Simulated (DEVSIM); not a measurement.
Structure: abrupt Si p-n junction, at 300 K.

Layer 1 from the left is Si, thickness (μm) 37.0, Na (cm⁻³) 1.7e17, τn (s) 0.00099, τp (s) 0.00099. Layer 2 from the left is Si, thickness (μm) 20.0, Nd (cm⁻³) 1.3e17, τn (s) 0.00099, τp (s) 0.00099.

Left contact: ohmic. Right contact: ohmic. Voltage is applied to the left contact. Recombination: SRH at mid-gap, radiative, Auger. Mobility is constant in doping.

Constants are typed, rounded textbook-type inputs, not results; the design itself was drawn at random and stands for no fabricated device. Values at 300 K.

Si: gap (eV) 1.124, affinity (eV) 4.05, permittivity 11.7, Nc (cm⁻³) 2.86e19, Nv (cm⁻³) 3.1e19, μn (cm²/Vs) 1417, μp (cm²/Vs) 470, B (cm³/s) 4.7e-15, Cn (cm⁶/s) 2.8e-31, Cp (cm⁶/s) 9.9e-32.

Question: Estimate by hand the built-in potential, the peak field at zero bias, the capacitance at -0.75 V, and compare with a numerical solution.

Answer: 
- Built-in potential: ni = √(Nc Nv) exp(−Eg/2kT) = 1.08e10 cm⁻³ with Eg = 1.124 eV; Vbi = kT/q ln(Na Nd/ni²) = 0.850 V; numerical 0.850 V.
- Peak field at zero bias: depletion approximation: W = √(2εVbi/(qN)) = 0.122 μm with N = 7.37e16 cm⁻³; field = 2Vbi/W = 139000 V/cm; numerical 135000 V/cm (estimate above by 3.2 %).
- Capacitance at -0.75 V: C = √(qεN / 2(Vbi + |V|)) = 61.8 nF/cm²; numerical 62.8 nF/cm² (estimate below by 1.6 %).

Model (solved in DEVSIM): 1D drift-diffusion, Boltzmann statistics, complete ionisation; no tunnelling, impact ionisation, image-force lowering or self-heating.
